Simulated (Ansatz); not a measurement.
# PBE-D3(BJ) against PBEsol-D3(BJ): WS2, pressure 1.8 GPa

Base system: WS$_{2}$ in the 2H-MoS2 type structure (space group P6_3/mmc, No. 194; a = 3.154 Å, c = 12.137 Å; layered, stacked along the Cartesian z axis).

(Cell as relaxed with PBE-D3(BJ).)

Levels (all Ansatz, an electronic-structure program, PAW): PBE-D3(BJ) (420 eV, spin-orbit coupling left out); PBEsol-D3(BJ) (420 eV, without spin-orbit coupling).

Each level relaxes its own structure.

```tsv
base	PBE-D3(BJ)	PBEsol-D3(BJ)
volume per atom	17.43 Å³	16.49 Å³
lattice parameter a	3.154 Å	3.115 Å
band gap	0.88 eV	0.65 eV
```

One thing is altered: a hydrostatic pressure of 1.8 GPa.

| quantity | PBE-D3(BJ) | PBEsol-D3(BJ) |
|---|---|---|
| smallest direct gap | 1.87 eV | 1.96 eV |
| band gap | 0.76 eV | 0.55 eV |
| lattice parameter a | 3.139 Å | 3.101 Å |
| hole mass | 0.97 mₑ along c, 0.48 mₑ across (at Γ) | 1.0 mₑ along c, 0.41 mₑ across (at Γ) |

PBE-D3(BJ)'s smallest direct gap lies 0.09 eV below PBEsol-D3(BJ)'s; PBE-D3(BJ)'s band gap lies 0.21 eV above PBEsol-D3(BJ)'s; PBE-D3(BJ)'s lattice parameter a lies 0.038 Å above PBEsol-D3(BJ)'s (1.2 %). Neither level is exact; PBEsol-D3(BJ) is the comparison here, not a measurement.

Spin-orbit coupling, missing from the scalar runs, can matter with W. Load acts through the strain it causes; cell and atoms are relaxed under it. Effective masses come from finite differences of ±0.01 Å⁻¹. Stability against distortions was not tested.
